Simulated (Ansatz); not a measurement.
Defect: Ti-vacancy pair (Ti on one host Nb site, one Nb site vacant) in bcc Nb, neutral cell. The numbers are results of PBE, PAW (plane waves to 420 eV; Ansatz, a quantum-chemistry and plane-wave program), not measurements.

Settings: 36 host sites, the relaxed PBE lattice, a 2×2×3 k-point mesh shifted by half a step, smearing 0.10 eV, spin-restricted, no image-charge correction. Static, classical nuclei. Forms of the defect that were not tried may lie lower.

Barriers: single points on a 3×3×4 k-point mesh shifted by half a step at the bands' geometries (they differ from the bands' own by up to 0.12 eV, and are uncertain by about as much).

The step: the Ti atom itself jumps into the vacancy (Ti-vacancy distance between ideal sites 2.87 Å throughout). Atoms about the jump, Cartesian Å from the middle of the jump, before and after:

```csv
atom,x0,y0,z0,x1,y1,z1
Ti1,-0.71,-0.72,-0.75,0.71,0.72,0.75
Nb2,2.40,-0.78,-0.84,2.54,-0.85,-0.84
Nb3,0.85,-2.54,0.84,0.78,-2.40,0.84
Nb4,-2.54,0.85,0.84,-2.40,0.78,0.84
Nb5,-0.78,2.40,-0.84,-0.85,2.54,-0.84
Nb6,0.82,0.82,-2.60,0.79,0.79,-2.45
Nb7,-0.79,-0.79,2.45,-0.82,-0.82,2.60
```

Q: Give the saddle-point geometry and the barrier.

A: 
| atom | x | y | z |
|---|---|---|---|
| Ti1 | 0.00 | 0.00 | -0.01 |
| Nb2 | 2.54 | -0.87 | -0.90 |
| Nb3 | 0.87 | -2.54 | 0.88 |
| Nb4 | -2.54 | 0.87 | 0.88 |
| Nb5 | -0.87 | 2.54 | -0.90 |
| Nb6 | 0.82 | 0.82 | -2.59 |
| Nb7 | -0.82 | -0.82 | 2.57 |
It lies 0.48 eV above the start and 0.48 eV above the end. The saddle point's order was not checked, and it lies on a symmetry element of the cell, where a band can be held.
